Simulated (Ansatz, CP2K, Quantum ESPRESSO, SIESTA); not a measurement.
## Code comparison for Sr2MoO4 (I4/mmm, 7 atoms in the cell)

Self-consistent single point, at a second geometry (lattice scaled by 0.98). First geometry:

```
CELL_PARAMETERS angstrom
     -1.94678     1.94678     6.48370
      1.94678    -1.94678     6.48370
      1.94678     1.94678    -6.48370
ATOMIC_POSITIONS crystal
  Sr 0.35106 0.35106 0.00000
  Sr 0.64894 0.64894 0.00000
  Mo 0.00000 0.00000 0.00000
  O  0.50000 0.00000 0.50000
  O  0.00000 0.50000 0.50000
  O  0.83682 0.83682 0.00000
  O  0.16318 0.16318 0.00000
```

Shared settings, as Ansatz (a quantum-chemistry and plane-wave program) writes them: kpoints.mp_grid.grid = 7 7 7; scf.occupations.method = gaussian; scf.occupations.width = 0.05 eV. Potentials and cutoffs stand in the table.

| code | model | ΔF from the first geometry (meV/atom) | pressure (GPa) | largest force (eV/Å) | cutoff |
|---|---|---|---|---|---|
| Quantum ESPRESSO | PBEsol, GBRV 1.5 ultrasoft (PBESOL) pseudopotentials | 10.1 | 7.22 | 0.398 | 40 Ry |
| CP2K | PBEsol, GPW, DZVP-MOLOPT-SR-GTH basis, GTH-PBE potentials (GTH_POTENTIALS) | 19.7 | 9.44 | 0.325 | grid 500 Ry |
| Ansatz | PBEsol, PAW files made with PBE | 9.5 | 6.88 | 0.400 | default |
| SIESTA | GGA PBEsol, numerical atomic orbitals TZP, PseudoDojo PBEsol standard norm-conserving potentials (rewritten from UPF to PSML) | 29.3 | 11.57 | 0.618 | grid 300 Ry |

Size of the force on each atom (eV/Å): Sizes of forces hide their directions.

```csv
code,Sr1,Sr2,Mo3,O4,O5,O6,O7
Quantum ESPRESSO,0.115,0.115,0.000,0.000,0.000,0.398,0.398
CP2K,0.116,0.116,0.000,0.000,0.000,0.325,0.325
Ansatz,0.116,0.116,0.000,0.000,0.000,0.400,0.400
SIESTA,0.618,0.618,0.000,0.000,0.000,0.345,0.345
```

On Ansatz's run: spin polarisation is off.

The spread over the programs that give each value: ΔF from the first geometry within 19.8 meV/atom; pressure within 4.69 GPa; largest force within 0.293 eV/Å.

CP2K and SIESTA use small atom-centred bases, whose incompleteness enters pressures, forces and empty levels differently from a plane-wave cutoff. Ansatz's pressure is given at a fixed set of plane waves, as the other plane-wave codes print theirs; with its correction for the finite basis it is 7.19 GPa (the shift of 0.32 GPa shows how far the cutoff is from converged). In the pressure, CP2K (by 2.39) and SIESTA (by 4.52) lie more than 1 GPa from the median of the plane-wave programs. In the force vectors, SIESTA (by 0.733) lies more than 0.08 eV/Å from the median of the plane-wave programs.

The starting cell comes from a database of computed structures (which also holds hypothetical and non-ambient phases and stackings), without a prior relaxation at this level. For this run, on top of that: lattice scaled by 0.98.

Keys are those of Ansatz 0.2.
